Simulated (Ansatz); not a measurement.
Here is the system:

```
CELL_PARAMETERS angstrom
      1.78482     1.03047     7.45729
     -1.78482     1.03047     7.45729
      0.00000    -2.06093     7.45729
ATOMIC_POSITIONS crystal
  Ga 0.94601 0.94601 0.94601
  Ga 0.05399 0.05399 0.05399
  S  0.23131 0.23131 0.23131
  S  0.76869 0.76869 0.76869
```

Computed with PBEsol+D3BJ with spin-orbit coupling, rigid bands (plane waves, PAW; Ansatz, a program for electronic structure). Condition of this run: biaxial stress xx = yy = -1 GPa (compression positive) (the target of the relaxation). Cell: cell and atoms relaxed with PBEsol+d3bj, then loaded as said.

What conductivity effective mass do dilute holes have at 300 K?

1.69 (x), 1.69 (y), 0.155 (z) mₑ.

What conductivity effective mass do dilute electrons have at 300 K?

0.50 (x), 0.50 (y), 0.37 (z) mₑ.

And the band gap?

1.28 eV at this level; semilocal functionals usually fall short of the measured gap.

Rigid bands, one relaxation time for all states, no polarons. Geometry: cell and atoms relaxed with PBEsol+D3(BJ).

Computed structure with no diffraction record at hand here (it may be known, metastable or hypothetical): GaS under load (space group R-3m). PBEsol with a dispersion correction tends to overbind, so the cell can be several per cent short, in bad cases over ten, which usually narrows a gap: GaS under load (space group R-3m).
